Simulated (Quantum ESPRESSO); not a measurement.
A working Quantum ESPRESSO input for Mg3CoO4 (Pm-3m, 8 atoms in the cell) (DFT, LDA (PW92), plane waves, PseudoDojo standard norm-conserving (LDA) pseudopotentials):

```fortran
&control
 calculation = 'scf',
 prefix = 'Mg3CoO4',
 outdir = './tmp',
 pseudo_dir = './',
 tprnfor = .true.,
 tstress = .true.,
/
&system
 ibrav = 1,
 celldm(1) = 8.03732646,
 nat = 8,
 ntyp = 3,
 ecutwfc = 100,
 occupations = 'smearing',
 smearing = 'marzari-vanderbilt',
 degauss = 0.0099958,
 nspin = 2,
 starting_magnetization(2) = 0.176,
/
&electrons
 conv_thr = 1.0d-9,
 mixing_beta = 0.2,
/
ATOMIC_SPECIES
Mg    24.3050  Mg.upf
Co    58.9332  Co.upf
O     15.9990  O.upf
ATOMIC_POSITIONS crystal
Mg    0.00000000    0.50000000    0.50000000
Mg    0.50000000    0.00000000    0.50000000
Mg    0.50000000    0.50000000    0.00000000
Co    0.00000000    0.00000000    0.00000000
O     0.50000000    0.00000000    0.00000000
O     0.00000000    0.50000000    0.00000000
O     0.00000000    0.00000000    0.50000000
O     0.50000000    0.50000000    0.50000000
K_POINTS automatic
4 4 4  0 0 0
```

The run converged in 14 iterations: free energy E − TS -10803.9603 eV; Fermi level (on the code's own zero) 10.68 eV; pressure -12.71 GPa; size of the cell's spin moment 2.69 μB; site moments (μB, in the program's spheres or projections) Mg 0.00, Mg 0.00, Mg 0.00, Co 2.26, O 0.10, O 0.10, O 0.10, O 0.00. Each of these slips is then made, one at a time:

(1)
```diff
- smearing = 'marzari-vanderbilt',
+ smearing = 'methfessel',
```

(2)
```diff
+ nbnd = 34,
```

Question: What happens in each case?

Answer: 
(1) A value that the program does not know. The program stopped before any SCF iteration.
```
Error in routine  set_occupations (1):
smearing methfessel unknown
```

(2) Too few bands. The program stopped before any SCF iteration.
```
Error in routine setup (1):
too few bands
```

The starting cell comes from a database of computed structures (which also holds hypothetical and non-ambient phases and stackings), without a prior relaxation at this level. With one magnetic atom in the cell only a parallel order is possible. In the base run, with a pressure of about -13 GPa the cell is away from its equilibrium volume at this level. Without a gap this mesh is coarse (it stands for a supercell whose shortest vector is 17 Å).

Left out of this page: 3 runs of the series outside the window shown, repeating another row's setting, or not comparable.
